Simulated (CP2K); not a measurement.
**One base run on Sn (R-3m, 2 atoms in the cell) and variants with one or two settings moved**

```
Sn
1.0
    4.30781     0.00000     0.00000
    2.50237     3.50647     0.00000
    2.50237     1.28844     3.26117
Sn
2
Direct
  0.22754   0.22754   0.22754
  0.77246   0.77246   0.77246
```

Base run A: revPBE, GPW, DZVP-MOLOPT-SR-GTH basis, GTH-PBE potentials (GTH_POTENTIALS) (CP2K), self-consistent single point.

Its settings: CUTOFF = 400 Ry; REL_CUTOFF = 40 Ry; SMEAR/METHOD = MARZARI_VANDERBILT; SIGMA = 0.05 eV; KPOINTS/SCHEME = MONKHORST-PACK 8 8 8; GAMMA_CENTERED = T; XC_FUNCTIONAL = PBE:REVPBE; Sn/BASIS_SET = DZVP-MOLOPT-SR-GTH; Sn/POTENTIAL = GTH-PBE-q4; METHOD = GPW; EPS_DEFAULT = 1e-10; NGRIDS = 4; SCF_GUESS = ATOMIC; EPS_SCF = 1e-06; MAX_SCF = 100; ADDED_MOS = 4; MIXING/METHOD = BROYDEN_MIXING; MIXING/ALPHA = 0.3; MIXING/NBUFFER = 10; MIXING/BETA = 1 1/bohr.

The starting cell was generated: these elements placed on a structure prototype, without a prior relaxation; it need not be a known phase or ordering of this composition. Values carry the incompleteness of an atom-centred basis. The potentials were made for another functional than the one used. In the base run, with a pressure of about 21 GPa the cell is away from its equilibrium volume at this level. In the base run, forces exceed 1 eV/Å.

ΔF is the free energy per atom less that of run A. A dash stands where there is no value to compare (another energy zero or no entropy term, no result, no spin, no clean gap, or a mesh too coarse for one). Absolute energies have different zeros for different potentials, functionals, Hubbard and dispersion terms and are not compared across them.

Runs C sample the zone with one or two k-points, far too few for so small a cell.

Runs:
- B: CUTOFF: 400 Ry → 240 Ry
- C: KPOINTS/SCHEME: MONKHORST-PACK 8 8 8 → default; GAMMA_CENTERED: T → default
- D: SIGMA: 0.05 eV → 0.2 eV
- E: SIGMA: 0.05 eV → 0.002 eV
- F: XC_FUNCTIONAL: PBE:REVPBE → GGA_X_LV_RPW86 + PW92; NON_LOCAL/TYPE: default → DRSLL; NON_LOCAL/CUTOFF: default → 100 Ry [vdW-DF-cx]
- G: PAIR_POTENTIAL/TYPE: default → DFTD3(BJ); REFERENCE_FUNCTIONAL: default → revPBE; R_CUTOFF: default → 15 angstrom; CALCULATE_C9_TERM: default → T [revPBE-D3(BJ)+ATM]
- H: EPS_SCF: 1e-06 → 1e-10
- I: ADDED_MOS: 4 → 16
- J: MIXING/ALPHA: 0.3 → 0.2
- K: MIXING/BETA: 1 1/bohr → 0.3 1/bohr
- L: EPS_SCF: 1e-06 → 1e-05

```
run  ΔF (meV/atom)  pressure (GPa)  largest force (eV/Å)  k-points
---  -------------  --------------  --------------------  --------
A             0.00           20.74                 2.647       260
B             0.01           20.74                 2.647       260
C           8214.2           93.88                 7.817         1
D            -0.53           20.75                 2.642       260
E             0.17           20.68                 2.667       260
F                –           20.83                 2.675       260
G                –           15.75                 2.635       260
H             0.00           20.74                 2.647       260
I             0.00           20.74                 2.647       260
J             0.00           20.74                 2.647       260
K             0.00           20.74                 2.647       260
L             0.00           20.74                 2.647       260
```

Run F against A: The pressure moves little (20.74 to 20.83 GPa) and the largest force goes from 2.647 to 2.675 eV/Å.

Run I against A: The free energy stays essentially unchanged (within 1 meV/atom), the pressure stays at 20.74 GPa and the largest force stays at 2.647 eV/Å.

Run G against A: The pressure goes from 20.74 to 15.75 GPa and the largest force goes from 2.647 to 2.635 eV/Å.
